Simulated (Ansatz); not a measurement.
Relaxation of the outer planes of the (10-10) surface of hcp Re in its 1x1 cell, outermost plane spacing 0.80 Å in the ideal cut.

Calculation: PBE (plane waves to 420 eV, PAW; Ansatz, an electronic-structure program).

Slab: 10 atoms, 10.4 Å thick at the start (thin: gaps and levels are the slab's own); k 13x9x1, smearing 0.1 eV, dipole-corrected; all atoms relaxed; start symmetry kept, larger cells not searched; no spin, no spin-orbit, no U.

```
plane  atoms  bulk spacing to the next (Å)  relaxed spacing (Å)  change (%)  rumpling (Å)
-----  -----  ----------------------------  -------------------  ----------  ------------
1         Re                         0.801                0.674       -15.9          0.00
2         Re                         1.603                1.600        -0.2          0.00
```
